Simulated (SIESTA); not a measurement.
A user runs SIESTA on SrLaMn2O5 (P1, 18 atoms in the cell) and asks whether the run is sound. The aim is a self-consistent single point with DFT, GGA PBEsol+U, numerical atomic orbitals TZP, PseudoDojo PBEsol standard norm-conserving potentials (rewritten from UPF to PSML).

Cell that was meant: a = 5.4951 Å, b = 5.6377 Å, c = 9.1417 Å, α = 107.84°, β = 107.42°, γ = 90.25°.

Part of the input:

```
XC.functional                GGA
XC.authors                   PBEsol
PAO.BasisSize                TZP
PAO.EnergyShift              0.2 Ry
MeshCutoff                   350 Ry
%block kgrid.MonkhorstPack
    3   0   0  0.0
```

The program printed (abridged):

```
reinit: Reading from file input.fdf

reinit: System Name: SrLaMn2O5
reinit: System Label: SrLaMn2O5

NOTE on units for spin output:
   [... lines left out ...]
initDM: WARNING: atom 2 has a closed-shell and cannot be polarized
DM filled with atomic data (user-defined):

InitMesh: MESH = 60 x 64 x 96 = 368640
InitMesh: Mesh cutoff (required, used) =   350.000   366.028 Ry
hubbard_term: recalculating local occupations    1
hubbard_term: maximum change in local occup.    0.887673
hubbard_term: recalculating Hamiltonian

stepf: Fermi-Dirac step function
hubbard_term: recalculating local occupations    1
hubbard_term: maximum change in local occup.    0.883262
hubbard_term: recalculating Hamiltonian
        iscf     Eharris(eV)        E_KS(eV)     FreeEng(eV)     dDmax    Ef(eV) dHmax(eV)
   scf:    1   -17204.362713   -18865.740005   -18865.891698  1.722235 10.579606116.268714
     spin moment: {S} , |S| = {        0.0        0.0    0.12659 }     0.12659
   scf:    2   -19775.696102   -19648.500495   -19648.966013  1.497041  9.622834 62.009597
     spin moment: {S} , |S| = {        0.0        0.0   14.35706 }    14.35706
   scf:    3   -19307.244057   -19637.996847   -19638.484077  1.189990  9.231128 65.433263
   [... lines left out ...]
hubbard_term: recalculating local occupations   26
hubbard_term: maximum change in local occup.    0.000563
   scf:   42   -19801.030165   -19801.030162   -19801.170482  0.000015  4.622088  0.000851
     spin moment: {S} , |S| = {        0.0        0.0   17.99247 }    17.99247
hubbard_term: recalculating local occupations   27
hubbard_term: maximum change in local occup.    0.000564
   scf:   43   -19801.030128   -19801.030126   -19801.170444  0.000008  4.622065  0.000751
     spin moment: {S} , |S| = {        0.0        0.0   17.99247 }    17.99247
SCF Convergence by DM+H criterion
max |DM_out - DM_in|         :     0.0000081404
max |H_out - H_in|      (eV) :     0.0007509754
DFT+U population converged by dTol_pop criteria:
max |pop(DFT+U)_i - pop(DFT+U)_j|:     0.0005644714
SCF cycle converged after 43 iterations

Using DM_out to compute the final energy and forces
hubbard_term: recalculating local occupations   28
hubbard_term: maximum change in local occup.    0.000564
hubbard_term: recalculating Hamiltonian and forces

siesta: E_KS(eV) =           -19801.0301

siesta: E_KS - E_eggbox =    -19801.0301

siesta: Atomic forces (eV/Ang):
     1    0.408215    0.349822   -1.995871
     2    0.401753    0.395830    1.931814
     3    0.130376   -2.266061    2.061647
   [... 15 lines left out ...]
   [... lines left out ...]
siesta: FreeEng =    -19801.170413
siesta: Cell volume =        255.788011 Ang**3
siesta:       -1191.95239670      -1289.75560854  kBar
   [... lines left out ...]
    12     0.225230    5.774770   -0.064104  O
    13     0.206724    5.793276   -0.092173  O
    14     0.207090    5.792910   -0.092067  O
    15     0.232154    5.767846   -0.079520  O
    16     0.232472    5.767528   -0.079067  O
    17     0.232601    5.767399   -0.082950  O
    18     0.232416    5.767584   -0.083200  O
 Total    -0.000000               17.992468
```

Task: Is anything amiss in this input, and did it matter?

Result: The run is not sound. The fault is an energy shift that confines the orbitals too tightly. A large shift gives short orbitals and a poorer basis. To fix it, use a small shift. The run converged in 43 iterations without an error; against the sound input the free energy rises by 16.7 eV/atom, the pressure goes from -5.49 to -119.2 GPa, the largest force goes from 0.568 to 6.577 eV/Å and the size of the net moment stays at 1.00 μB/atom.

The sound input it was made from differs as follows (other fixes are possible):
```diff
-PAO.EnergyShift              0.2 Ry
+PAO.EnergyShift              0.01 Ry
```

With that input, the run converged in 31 iterations: free energy E − TS -20100.9803 eV; Fermi level (on the code's own zero) -5.37 eV; pressure -5.49 GPa; largest force (vector length) 0.568 eV/Å; size of the cell's spin moment 18.00 μB (DFT, GGA PBEsol+U, numerical atomic orbitals TZP, PseudoDojo PBEsol standard norm-conserving potentials (rewritten from UPF to PSML)).

On the sound input: the starting cell comes from a database of computed structures (which also holds hypothetical and non-ambient phases and stackings), without a prior relaxation at this level. The magnetic order is the one reached from the typed start; others were not searched systematically. With U or open f shells several self-consistent states can exist. Values carry the incompleteness of an atom-centred basis. With a pressure of about -5 GPa the cell is away from its equilibrium volume at this level. Without a gap this mesh is coarse (it stands for a supercell whose shortest vector is 16 Å).
